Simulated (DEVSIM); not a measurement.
Structure: abrupt Si n-p junction, at 300 K.

```csv
layer (left to right),material,thickness (μm),Nd (cm⁻³),Na (cm⁻³),τn (s),τp (s)
1,Si,1.40,8.6e16,-,0.0007,0.0007
2,Si,0.600,-,5.1e17,0.0007,0.0007
```

Left contact: ohmic. Right contact: ohmic. Voltage is applied to the left contact. Recombination: SRH at mid-gap, Auger. Gap narrowing is on: ΔEg = 6.92 meV × (l + √(l² + 0.5)), l = ln(N/1.3e17 cm⁻³), shared equally by both band edges. Mobility is μmin + (μ − μmin)/(1 + (N/Nref)^α).

This is a model device: material constants are rounded textbook-type values typed into the input, and sizes, dopings and lifetimes were drawn at random. Values at 300 K; Nc and Nv go as T^1.5, mobilities as T to minus their exponent, the gap by Varshni's rule with the affinity fixed.

```tsv
parameter	Si
gap (eV)	1.124
affinity (eV)	4.05
permittivity	11.7
Nc (cm⁻³)	2.86e19
Nv (cm⁻³)	3.1e19
μn (cm²/Vs)	1417
μp (cm²/Vs)	470
μn,min	52
μp,min	45
Nref,n	9.7e16
Nref,p	2.2e17
αn	0.68
αp	0.72
T exponent of μn	2.3
T exponent of μp	2.2
Cn (cm⁶/s)	2.8e-31
Cp (cm⁶/s)	9.9e-32
Varshni α (eV/K)	0.000473
Varshni β (K)	636
```

Model (solved in DEVSIM): 1D drift-diffusion, Boltzmann statistics, complete ionisation; no tunnelling, impact ionisation, image-force lowering or self-heating.

Base results: dark forward voltage at 100 A/cm² (V) 0.748; dark forward voltage at 1 A/cm² (V) 0.628; largest field in the device at zero bias (V/cm) 140000; potential step across the device at zero bias (V) 0.856.

**Question.** What follows from this one change: doping Na of layer 2 5.1e+17 → 5.1e+18 cm^-3?

**Answer.** dark forward voltage at 100 A/cm² 0.748 → 0.763 V; dark forward voltage at 1 A/cm² 0.628 → 0.641 V; largest field in the device at zero bias 140000 → 160000 V/cm; potential step across the device at zero bias 0.856 → 0.900 V.

**Question.** What follows from this one change: thickness of layer 2 0.6 → 1 μm?

**Answer.** dark forward voltage at 100 A/cm² 0.748 → 0.754 V; dark forward voltage at 1 A/cm² 0.628 → 0.633 V; largest field in the device at zero bias little changed (140000 V/cm); potential step across the device at zero bias little changed (0.856 V).

**Question.** What follows from this one change: temperature 300 → 500 K?

**Answer.** dark forward voltage at 100 A/cm² 0.748 → 0.402 V; dark forward voltage at 1 A/cm² 0.628 → 0.201 V; largest field in the device at zero bias 140000 → 110000 V/cm; potential step across the device at zero bias 0.856 → 0.561 V.

**Question.** What follows from this one change: doping Nd of layer 1 8.6e+16 → 8.6e+15 cm^-3?

**Answer.** dark forward voltage at 100 A/cm² 0.748 → 0.705 V; dark forward voltage at 1 A/cm² 0.628 → 0.576 V; largest field in the device at zero bias 140000 → 51000 V/cm; potential step across the device at zero bias 0.856 → 0.798 V.
